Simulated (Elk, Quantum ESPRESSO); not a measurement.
One structure in several programs: ErCl2 (P4_2/mnm, 6 atoms in the cell)

Self-consistent single point.

```
ErCl2
1.0
    6.84094     0.00000     0.00000
    0.00000     6.84094     0.00000
    0.00000     0.00000     3.43754
Er Cl
2 4
Cartesian
  0.00000   0.00000   0.00000
  3.42047   3.42047   1.71877
  1.91663   1.91663   0.00000
  4.92431   4.92431   0.00000
  1.50384   5.33710   1.71877
  5.33710   1.50384   1.71877
```
Moments meant for the start (each program seeds them in its own way; μB, in the order of the atoms Er Er Cl Cl Cl Cl): 3.0 3.0 0.0 0.0 0.0 0.0.

All programs got the same cell, k-point mesh and kind of occupations, and the same starting moments (in Elk's words: spinpol = true; swidth = 0.00734986 Ha); potentials, basis and cutoffs are each program's usual ones.

```csv
code,model,size of the net moment (μB/atom),cutoff
Elk,"PBEsol, all-electron FP-LAPW, Elk's shipped species files, APW+lo basis with extra local orbitals",0.76,rgkmax 7.5
Quantum ESPRESSO,"PBEsol, SSSP 1.1.2 efficiency (PBE) pseudopotentials",0.72,50 Ry
```

The spread over the programs that give each value: size of the net moment within 0.04 μB/atom.

The starting cell comes from a database of computed structures (which also holds hypothetical and non-ambient phases and stackings), without a prior relaxation at this level. On Elk's run: Spin-orbit coupling is off. The magnetic order is the one reached from the typed start; others were not searched systematically. With U or open f shells several self-consistent states can exist. The f electrons are in the valence without U or exact exchange, which can misplace them near the Fermi level. Spin-orbit terms, which matter for f shells, are left out. Values depend on the basis (sphere radii, cutoffs, local orbitals), which need not be converged. Without a gap this mesh is coarse (it stands for a supercell whose shortest vector is 17 Å).

Question: Why do the programs differ, and what cannot be compared?

Answer: Differences of this kind can come from the potentials, where these differ, and from what each basis and cutoff leave unconverged. The zero of total energies and Fermi levels follows the potentials and each program's conventions, so they are not compared here. Elk treats all electrons, but the usual bases taken here (sphere radii, linearisation, local orbitals, empty states) were not tested for convergence, so the values are no reference for the others. Site moments depend on each program's spheres or projections; the total moment of the cell does not.

The shared mesh is coarse (it stands for a supercell whose shortest vector is 17 Å), so the values are not converged in it.

Left out of this page: Ansatz (with a known weakness of the program); FLEUR (stopped by limits of time or memory).
